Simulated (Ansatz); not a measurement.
Start from HfRuP (space group P-62m, No. 189; a cell from a computed database, its experimental status unchecked).

```
HfRuP
1.0
    6.36833     0.00000     0.00000
   -3.18416     5.51513     0.00000
    0.00000     0.00000     3.75300
Hf P Ru
3 3 3
Direct
  0.00000   0.58393   0.50000
  0.58393   0.00000   0.50000
  0.41607   0.41607   0.50000
  0.66667   0.33333   0.00000
  0.33333   0.66667   0.00000
  0.00000   0.00000   0.50000
  0.24563   0.00000   0.00000
  0.75437   0.75437   0.00000
  0.00000   0.24563   0.00000
```

Calculations: Kohn–Sham DFT with the PBEsol functional, run in Ansatz (a first-principles code) with PAW and 420 eV plane waves, no spin-orbit coupling.

Before the change:

The volume per atom comes out as 14.65 Å³.

Perturbation: Zr takes the place of Hf on all its sites; the structure is relaxed again.

### Question
What happens to the volume per atom?

### Answer
The volume per atom grows by 0.267 Å³, from 14.65 Å³ to 14.91 Å³.

Whether these cells are dynamically stable was not tested. For ZrRuP in this form, whether it has been made was not checked. All final runs are without spin polarisation. An odd electron count without spin: ZrRuP and HfRuP.
